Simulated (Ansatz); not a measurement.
BaAl₂O₄ (C2, No. 5, 14 atoms in the cell; start mp-1228007; a measured phase of this formula has another space group) was calculated with LDA (plane waves, PAW; Ansatz, a first-principles code).

Numerical settings: plane-wave cutoff 520 eV, 8×8×4 k mesh (along the axes of the cell as run), Fermi–Dirac smearing 0.01 eV, scalar-relativistic PAW data made under PBE.

Cell (relaxed with PBEsol):

Space group C2 (No. 5); a = 8.986 Å, b = 5.191 Å, c = 8.869 Å, α = γ = 90.00°, β = 90.71°

```json
[
 {"atom": "Ba", "site": "4c", "symmetry": "1", "x": "0.4995", "y": "0.4969", "z": "0.2502"},
 {"atom": "Al", "site": "4c", "symmetry": "1", "x": "0.1669", "y": "0.4903", "z": "0.4464"},
 {"atom": "Al", "site": "4c", "symmetry": "1", "x": "0.1662", "y": "0.4949", "z": "0.0536"},
 {"atom": "O", "site": "4c", "symmetry": "1", "x": "0.1663", "y": "0.4666", "z": "0.2499"},
 {"atom": "O", "site": "4c", "symmetry": "1", "x": "0.3252", "y": "0.3205", "z": "0.5094"},
 {"atom": "O", "site": "2b", "symmetry": "2", "x": "0.5000", "y": "0.8428", "z": "0.5000"},
 {"atom": "O", "site": "4c", "symmetry": "1", "x": "0.3256", "y": "0.6770", "z": "0.0128"},
 {"atom": "O", "site": "2a", "symmetry": "2", "x": "0.0000", "y": "0.6519", "z": "0.0000"}
]
```
(The calculation used a cell of 14 atoms; values per cell refer to that cell.)

Q: Predict the band gap and smallest direct gap on the k points sampled.

A: 
band gap: 3.87 eV
smallest direct gap on the k points sampled: 4.08 eV

Note: cell and atoms aren't relaxed at this level (largest force component 0.18 eV/Å, pressure -3.8 GPa).

Spin–orbit coupling is not included.

A start named mp-… is a Materials Project structure, which need not be a measured phase.
